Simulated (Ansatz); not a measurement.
Cells marked so need not be the phases stable at ambient conditions, and some may be hypothetical.

By PBEsol, each system below comes out a metal.

Ballistic conductance counts the channels of both spins, as a mean over 0.1 eV about the Fermi level; spin-orbit coupling is left out.

A. NbB2 (P6/mmm, not sure to be the ambient phase, 3 atoms a cell, 9.3 Å³ an atom, -7 GPa at this level), current normal to (111)
B. ScS (Fm-3m, rock salt, not sure to be the ambient phase, 2 atoms a cell, 17.8 Å³ an atom, -4 GPa at this level), current normal to (111)
C. LuB$_{2}$Rh$_{3}$ (P6/mmm, not sure to be the ambient phase, 6 atoms a cell, 13.1 Å³ an atom, -8 GPa at this level), current normal to (100)
D. Si$_{2}$W$_{3}$ (P4/mbm, not sure to be the ambient phase, 10 atoms a cell, 14.6 Å³ an atom, -8 GPa at this level), current normal to (001)

**Question.** Put the candidates in order of ballistic conductance per area, lowest first, for PBEsol (Ansatz, a quantum-chemistry and plane-wave program).

**Answer.** C (0.32 × 10¹⁵ S/m²), D (0.66 × 10¹⁵ S/m²), B (0.91 × 10¹⁵ S/m²), A (1.2 × 10¹⁵ S/m²)
